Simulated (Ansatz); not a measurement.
Phonon-limited electron mobility of Si (Fd-3m) in cm²/(V·s), PBE, finite-displacement electron-phonon coupling, linearised Boltzmann equation in Ansatz (a program for electronic structure). Condition of this run: hydrostatic pressure 6 GPa (the target of the relaxation). Geometry: relaxed with this functional, without spin-orbit coupling.

| Condition | μ |
|---|---|
| 150 K | 7100 |
| 200 K | 3900 |
| 250 K | 2330 |
| 300 K | (withheld) |
| 350 K | 1080 |
| 400 K | (withheld) |
| 500 K | 478 |
| 600 K | 316 |

Question: What belongs in the gaps?

Answer: 
- 300 K, μ: 1540
- 400 K, μ: 796

Question: What exponent p of μ ∝ T^−p fits 200 to 400 K (along x)?

Answer: p ≈ 2.3; acoustic deformation-potential scattering alone gives 1.5.

Scattering by harmonic phonons alone: no impurities, screening or carrier-carrier scattering, bands fixed at 0 K. From a coarser fine mesh the values given move by up to 6 %. The mesh was bound by memory.
